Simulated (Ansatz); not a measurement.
The parent structure is MgB$_{2}$ (space group P6/mmm, No. 191; relaxed with 0.1 eV smearing).

```yaml
crystal:
  lattice:
    - [3.07530, 0.00000, 0.00000]
    - [-1.53765, 2.66329, 0.00000]
    - [0.00000, 0.00000, 3.52482]
  atoms:
    - { symbol: Mg, position: [0.00000, 0.00000, 0.00000] }
    - { symbol: B, position: [0.66667, 0.33333, 0.50000] }
    - { symbol: B, position: [0.33333, 0.66667, 0.50000] }
```

All numbers come from PBE (Ansatz, a program for electronic structure; PAW; 420 eV plane waves; no SOC).

Before the change:

| Quantity | Value |
|---|---|
| Pressure | 0.0 GPa |
| Band gap | zero |

Modification: an isotropic linear strain of +1.00 %, atoms relaxed at fixed cell.

### Question
How does this affect the pressure?

### Answer
The pressure (mean of the normal stresses, compression positive) goes from zero to -4.3 GPa.

### Question
What does the calculation give for the energy relative to the base after the change?

### Answer
The energy goes up by 4.0 meV/atom.

### Question
How does this affect the band gap?

### Answer
The band gap remains zero.

Whether these cells are dynamically stable was not tested. All final runs are without spin polarisation.
